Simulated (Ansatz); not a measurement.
The starting structures come from a database of crystals and need not be the phases stable at ambient conditions.

The decay constant κ of evanescent states in the gap governs leakage through a thin film.

Input:

```
NaP
1.0
    6.00076     0.00000     0.00000
    0.00000    10.05372     0.00000
    0.00000     0.00000     5.58246
Na P
8 8
Direct
  0.66372   0.28424   0.84574
  0.33628   0.78424   0.65426
  0.83628   0.71576   0.34574
  0.16372   0.21576   0.15426
  0.38678   0.58236   0.11667
  0.61322   0.08236   0.38333
  0.11322   0.41764   0.61667
  0.88678   0.91764   0.88333
  0.55681   0.53402   0.61339
  0.44319   0.03402   0.88661
  0.94319   0.46598   0.11339
  0.05681   0.96598   0.38661
  0.67937   0.38341   0.34689
  0.32063   0.88341   0.15311
  0.82063   0.61659   0.84689
  0.17937   0.11659   0.65311
```

Space group of this cell: P2_12_12_1. The cell is taken as given.

Transport runs along the normal of the first two printed cell vectors.

The gap is the functional's own, uncorrected, and κ follows it; spin-orbit coupling is left out. Mid-gap values are interpolated between the computed energies.

Q: Give the band gap and the smallest decay constant κ at mid-gap that PBEsol in Ansatz (a program for electronic structure) yields.

A: Gap 0.87 eV on a 6×4×6 mesh; κ = 0.125 1/Å, at the zone centre.
